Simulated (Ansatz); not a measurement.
The starting structures come from a database of crystals and need not be the phases stable at ambient conditions.

The decay constant κ of evanescent states in the gap governs leakage through a thin film.

Given:

```
Tl2WO4
1.0
    6.50218     0.00000     0.00000
   -3.25109     5.63105     0.00000
    0.00000     0.00000     8.70683
Tl W O
4 2 8
Direct
  0.33333   0.66667   0.81438
  0.66667   0.33333   0.18562
  0.00000   0.00000   0.50000
  0.00000   0.00000   0.00000
  0.33333   0.66667   0.31195
  0.66667   0.33333   0.68805
  0.81676   0.63353   0.75814
  0.18324   0.36647   0.24186
  0.36647   0.18324   0.75814
  0.63353   0.81676   0.24186
  0.81676   0.18324   0.75814
  0.18324   0.81676   0.24186
  0.66667   0.33333   0.48324
  0.33333   0.66667   0.51676
```

The cell was relaxed by PBE-D3(BJ); by r2SCAN it stands under a pressure of -3.9 GPa.

Transport runs along the normal of the first two printed cell vectors, the (001) plane of the conventional cell.

The gap is the functional's own. No spin-orbit coupling. Mid-gap values are those at the computed energy nearest the middle.

**Question.** Compute, with r2SCAN run with Ansatz (a quantum-chemistry and plane-wave program), the band gap and the smallest decay constant κ at mid-gap.

**Answer.** Gap 3.70 eV on a 6×6×4 mesh; κ = 0.438 1/Å, at (0.500, 0.000) of the in-plane reciprocal vectors. At the zone centre the slowest state has κ = 0.45 1/Å.
